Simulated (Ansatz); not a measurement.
**Pressure series in CaBi2**

The reference is CaBi$_{2}$ (space group Cmcm, No. 63; a = 4.736 Å, b = 17.155 Å, c = 4.513 Å; a cell from a computed database, its experimental status unchecked).

Cell and atoms are relaxed at each pressure.

Computed with Ansatz (a program for electronic structure) r2SCAN+rVV10, no spin-orbit coupling.

```tsv
P (GPa)	V (Å³/atom)
-1.01	31.342
0.30	30.350
0.69	30.080
1.50	29.569
3.00	28.728
5.00	27.781
7.49	26.795
9.99	25.957
```

A third-order Birch–Murnaghan fit to these points gives V₀ = 30.56 Å³/atom, B₀ = 42 GPa and B₀′ = 4.5. At pressure 10 GPa the volume is 84.9 % of V₀.

Load acts through the strain it causes; cell and atoms are relaxed under it. Stability against distortions was not tested. No other phases were tried under pressure.
